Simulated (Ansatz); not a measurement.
Base system: Mo in the bcc (W type) structure (space group Im-3m, No. 229; a = 3.151 Å).

Structures relaxed with r2SCAN (Ansatz, a program for electronic structure), no spin-orbit coupling, earlier PAW set.

Base:

Simulated powder pattern, Cu Kα1, λ = 1.54056 Å (kinematic, ideal powder, no thermal factors, no anomalous dispersion; the 10 strongest lines at most, above 2 %, up to 2θ = 90°):

| 2θ (°) | I/Imax (%) | hkl |
|---|---|---|
| 40.45 | 100 | (110) |
| 58.54 | 16 | (200) |
| 73.57 | 33 | (211) |
| 87.49 | 11 | (220) |

The change: full substitution Mo → Ru; the structure is relaxed again.

Question: How do the reflections move or split?

Answer: 
Simulated powder pattern, Cu Kα1, λ = 1.54056 Å (kinematic, ideal powder, no thermal factors, no anomalous dispersion; the 10 strongest lines at most, above 2 %, up to 2θ = 90°):

```
2θ (°)  d (Å)  I/Imax (%)    hkl
------  -----  ----------  -----
42.10   2.144         100  (110)
61.06   1.516          16  (200)
76.95   1.238          32  (211)
```

The indices refer to each structure's own conventional cell; one index is shown for lines that coincide.

Whether these cells are dynamically stable was not tested. As relaxed here, Ru is a hypothetical phase, not in the database extracts checked. The final runs are not spin-polarised. Ru has a high density of states at the Fermi level and may be magnetic at this level.
